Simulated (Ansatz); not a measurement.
Consider CoPdO2 (space group R-3m, No. 166; a = 2.826 Å, c = 17.754 Å (hexagonal axes); non-magnetic).

Level of theory: Ansatz (a quantum-chemistry and plane-wave program) r2SCAN, no spin-orbit coupling.

One change was made to it. Results:

```json
[
 {"quantity": "shortest interatomic distance", "base": "3.576 bohr", "after": "3.558 bohr"},
 {"quantity": "density", "base": "8.01 g/cm³", "after": "8.15 g/cm³"},
 {"quantity": "c/a ratio", "base": "6.283", "after": "6.310"}
]
```

Task: What was done to the base?
A) pressure 1.8 GPa
B) pressure 45 GPa
C) pressure −1 GPa
D) pressure 18 GPa
E) pressure 4.2 GPa

Result: E, pressure 4.2 GPa. For comparison, the density in the other runs: pressure 1.8 GPa gives 8.07 g/cm³; pressure 45 GPa gives 9.26 g/cm³; pressure −1 GPa gives 7.97 g/cm³; pressure 18 GPa gives 8.58 g/cm³.

Load acts through the strain it causes; cell and atoms are relaxed under it. Whether these cells are dynamically stable was not tested. Competing high-pressure phases were not computed. Seeded moments were not kept for the base. No Hubbard U is applied and the magnetic state is the run's own (CoPdO2 not spin-polarised; CoPdO2 non-magnetic); other magnetic orders, which need larger cells, were not tried and can change the gap. The final runs are not spin-polarised. An odd electron count without spin: CoPdO2.
